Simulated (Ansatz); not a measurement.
The reference is GaN (space group P4_2/mnm, No. 136; a = 5.470 Å, c = 3.183 Å; a hypothetical phase, not in the database extracts checked).

Levels (all Ansatz, a quantum-chemistry and plane-wave program, PAW): PBEsol (420 eV, spin-orbit coupling left out); HSE06 (420 eV, no spin-orbit coupling).

Its gap is 1.87 eV with PBEsol and 3.18 eV with HSE06.

It is then changed as follows: hydrostatic tension (pressure −2 GPa).

With PBEsol the gap becomes 1.81 eV.

Question: If the HSE06 correction stayed the same, what would the HSE06 gap be, and what does the HSE06 run give?

Answer: A rigid correction of +1.31 eV gives 3.12 eV. The HSE06 run gives 3.10 eV, so the two effects roughly add.

Single points use the geometry relaxed with PBEsol. HSE06 was sampled on its mesh, a few special points and the semilocal edge points, so its gap is an upper bound. Load acts through the strain it causes; cell and atoms are relaxed under it. Stability against distortions was not tested.
